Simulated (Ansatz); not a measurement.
# SiC (model structure, started from the GeS type, Pnma, No. 62, 8 atoms in the cell)

All values below come from LDA in Ansatz (plane waves, PAW).

Run with plane-wave cutoff 520 eV, 10×18×12 k mesh (along the axes of the cell as run), Fermi–Dirac smearing 0.05 eV, scalar-relativistic PAW data made under PBE.

Cell (relaxed with PBEsol):

```cif
data_C4Si4
_chemical_formula_sum 'Si4 C4'
_space_group_name_H-M_alt 'P 1'
_space_group_IT_number 1
_cell_length_a 5.81152
_cell_length_b 3.12531
_cell_length_c 5.19020
_cell_angle_alpha 90.000
_cell_angle_beta 90.000
_cell_angle_gamma 90.000
loop_
_space_group_symop_operation_xyz
  'x, y, z'
loop_
_atom_site_label
_atom_site_type_symbol
_atom_site_fract_x
_atom_site_fract_y
_atom_site_fract_z
_atom_site_occupancy
Si1 Si 0.15936 0.25000 0.40402 1
Si2 Si 0.34064 0.75000 0.90402 1
Si3 Si 0.84064 0.75000 0.59598 1
Si4 Si 0.65936 0.25000 0.09598 1
C1 C 0.82444 0.25000 0.39626 1
C2 C 0.67556 0.75000 0.89626 1
C3 C 0.17556 0.75000 0.60374 1
C4 C 0.32444 0.25000 0.10374 1
```

```yaml
band_gap: 2.48 eV (on the SCF k mesh)
direct gap at Γ: 3.03 eV
```

Note: the relaxation could raise the start's symmetry but not lower it, so the cell can be a saddle point; cell and atoms aren't relaxed at this level (pressure -3.8 GPa).

Computed values are for the static lattice.

A model structure was made by putting elements into a prototype or built by hand; it is no filed structure, need not be a known phase, and can be a saddle point held by its symmetry.

Ansatz is an electronic-structure program.
